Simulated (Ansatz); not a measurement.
# Se (space group P3_121, No. 152; made of chains)

```cif
data_Se3
_chemical_formula_sum 'Se3'
_space_group_name_H-M_alt 'P 1'
_space_group_IT_number 1
_cell_length_a 4.03942
_cell_length_b 4.03942
_cell_length_c 5.12067
_cell_angle_alpha 90.000
_cell_angle_beta 90.000
_cell_angle_gamma 120.000
loop_
_space_group_symop_operation_xyz
  'x, y, z'
loop_
_atom_site_label
_atom_site_type_symbol
_atom_site_fract_x
_atom_site_fract_y
_atom_site_fract_z
_atom_site_occupancy
Se1 Se 0.24866 0.24866 0.50000 1
Se2 Se 0.75134 0.00000 0.83333 1
Se3 Se 0.00000 0.75134 0.16667 1
```

The values are results of Kohn–Sham DFT with the PBEsol functional, run in Ansatz (a program for electronic structure) with PAW and 420 eV plane waves, no SOC, not measurements. Γ-centred 9×9×7 mesh, Fermi–Dirac width 0.05 eV.

- Volume per atom: 24.12 Å³
- Density: 5.44 g/cm³
- Band gap: 0.39 eV, indirect, L–H (83 % along) → H
- Electron mass: 0.087 mₑ
- Total energy: -5424.207 eV/atom (σ→0; compares only within this code and set-up)

Effective masses come from finite differences of ±0.01 Å⁻¹. Stability against distortions was not tested. No dispersion term is included in the PBEsol runs.
